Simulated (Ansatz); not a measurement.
Take AlN in the wurtzite structure (space group P6_3mc, No. 186; a = 3.114 Å, c = 4.984 Å) as the base.

Calculations: Ansatz (an electronic-structure program) PBEsol, scalar-relativistic without spin-orbit coupling.

One change was made to it. Results:

```csv
quantity,base,after
volume per atom,10.46 Å³,10.04 Å³
c/a ratio,1.600,1.595
band gap,4.09 eV,4.44 eV
```

Q: Name the change that was made.
(A) pressure 30 GPa
(B) pressure 9 GPa
(C) pressure 0.9 GPa
(D) pressure 22.5 GPa

A: B, pressure 9 GPa. For comparison, the band gap in the other runs: pressure 30 GPa gives 4.91 eV; pressure 0.9 GPa gives 4.13 eV; pressure 22.5 GPa gives 4.87 eV.

Load acts through the strain it causes; cell and atoms are relaxed under it. Stability against distortions was not tested. Measured, AlN leaves this structure (for rock salt) near 14 GPa (temperature not stated; as listed in Datta, Sujoy, Jana, Debnarayan, arXiv (2020)), on rising pressure, with hysteresis.
